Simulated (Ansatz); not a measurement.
Take BAs in the zinc blende structure (space group F-43m, No. 216) as the base.

```
BAs
1.0
    0.00000     2.39193     2.39193
    2.39193     0.00000     2.39193
    2.39193     2.39193     0.00000
B As
1 1
Direct
  0.00000   0.00000   0.00000
  0.25000   0.25000   0.25000
```

Cartesian axes are those of the cell as printed.

Method: plane-wave PAW DFT at the r2SCAN level (Ansatz, a quantum-chemistry and plane-wave program, 500 eV), no spin-orbit coupling.

Strains are applied to the cell and any free atomic positions relax.

One change was made to it. Results:

```json
[
 {"quantity": "energy relative to the base (free energy F)", "base": "0 meV/atom", "after": "+3.5 meV/atom"},
 {"quantity": "band gap", "base": "1.38 eV", "after": "1.24 eV"},
 {"quantity": "smallest direct gap", "base": "3.44 eV", "after": "3.17 eV"},
 {"quantity": "pressure (mean of the normal stresses, compression positive)", "base": "0.00 GPa", "after": "0.06 GPa"}
]
```

Task: Which of these changes matches the shifts?
A) tensor shear ε_xy = +1.71 %
B) tensor shear ε_xy = +1.43 %
C) tensor shear ε_xy = +0.86 %
D) tensor shear ε_xy = +1.14 %

Result: D, tensor shear ε_xy = +1.14 %. For comparison, the band gap in the other runs: tensor shear ε_xy = +1.71 % gives 1.13 eV; tensor shear ε_xy = +0.86 % gives 1.28 eV; tensor shear ε_xy = +1.43 % gives 1.18 eV.

Gaps are read on the SCF mesh and a high-symmetry path. No phonon test of stability was made.
